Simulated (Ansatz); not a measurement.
**Parameter sweep on SrCl₂ (Fm-3m, 3 atoms in the cell)**

```yaml
crystal:
  lattice:
    - [0.00000, 3.56729, 3.56729]
    - [3.56729, 0.00000, 3.56729]
    - [3.56729, 3.56729, 0.00000]
  atoms:
    - { symbol: Sr, position: [0.00000, 0.00000, 0.00000] }
    - { symbol: Cl, position: [0.75000, 0.75000, 0.75000] }
    - { symbol: Cl, position: [0.25000, 0.25000, 0.25000] }
```

Base run A: Ansatz (a program for electronic structure) with PBE, PAW files, self-consistent single point.

Its settings: basis.ecutwfc = 420 eV; kpoints.mp_grid.grid = 6 6 6; hamiltonian.xc = pbe; hamiltonian.pseudopotentials = {kind: paw} (the program's default PAW files); scf.occupations.method = fixed.

The starting cell comes from a database of computed structures (which also holds hypothetical and non-ambient phases and stackings), without a prior relaxation at this level. Its lattice was rescaled by a random factor within 2.5 % of one. Ansatz's pressure includes its estimate of the finite-basis (Pulay) stress.

ΔF is the free energy per atom less that of run A. 

Run A gave: pressure (GPa) -1.21; gap on the mesh (eV) 5.086; iterations 8.

Runs:
- B: scf.mixing.algorithm, scf.mixing.ndim = anderson, default
- C: scf.mixing.algorithm, scf.mixing.ndim = anderson, 3
- D: scf.mixing.algorithm, scf.mixing.ndim = broyden, default
- E: scf.mixing.algorithm, scf.mixing.ndim = broyden, 20
- F: scf.mixing.algorithm, scf.mixing.ndim = msr1, default
- G: scf.mixing.algorithm, scf.mixing.ndim = msr1, 4

Problem. Which runs reach the base run's state, and which is quickest in iterations?

Solution. Runs B, C, D, E, F, G gave the same state as A (within 1 meV/atom). The fewest iterations to that state were 8 (A, B, D, E, F, G); the most were 11.

```json
[
 {"run": "A", "ΔF (meV/atom)": "0.00", "pressure (GPa)": "-1.21", "gap on the mesh (eV)": "5.086", "iterations": "8"},
 {"run": "B", "ΔF (meV/atom)": "0.00", "pressure (GPa)": "-1.21", "gap on the mesh (eV)": "5.086", "iterations": "8"},
 {"run": "C", "ΔF (meV/atom)": "0.00", "pressure (GPa)": "-1.21", "gap on the mesh (eV)": "5.086", "iterations": "11"},
 {"run": "D", "ΔF (meV/atom)": "0.00", "pressure (GPa)": "-1.21", "gap on the mesh (eV)": "5.086", "iterations": "8"},
 {"run": "E", "ΔF (meV/atom)": "0.00", "pressure (GPa)": "-1.21", "gap on the mesh (eV)": "5.086", "iterations": "8"},
 {"run": "F", "ΔF (meV/atom)": "0.00", "pressure (GPa)": "-1.21", "gap on the mesh (eV)": "5.086", "iterations": "8"},
 {"run": "G", "ΔF (meV/atom)": "0.00", "pressure (GPa)": "-1.21", "gap on the mesh (eV)": "5.086", "iterations": "8"}
]
```

Keys are those of Ansatz 0.2.
